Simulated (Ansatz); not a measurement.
MoTe2 (space group Fm-3m, No. 225; a hypothetical phase, not in the database extracts checked)

MoTe2 is taken in the cubic space group Fm-3m (No. 225), Pearson symbol cF12. Cell: a = b = c = 6.658 Å, α = β = γ = 90.00°. Mo on 4a is coordinated by 8 Te at 2.883 Å (cubic). Te on 8c is coordinated by 4 Mo at 2.883 Å and 6 Te at 3.329 Å. (Neighbours: up to the widest gap in distance over summed covalent radii, below 1.35, at either atom; cation-cation and far metal-metal contacts left out.)
(The calculation used a cell of 3 atoms; values per cell refer to that cell.)

Calculations: Ansatz (a program for electronic structure) PBE, without spin-orbit coupling. Γ-centred 12×12×12 mesh, Fermi–Dirac width 0.05 eV.

- Volume per atom = 24.59 Å³
- Density = 7.90 g/cm³
- Band gap = zero
- Total energy = -6305.056 eV/atom (σ→0; compares only within this code and set-up)

Whether these cells are dynamically stable was not tested. All final runs are without spin polarisation. MoTe2 has a high density of states at the Fermi level and may be magnetic at this level.
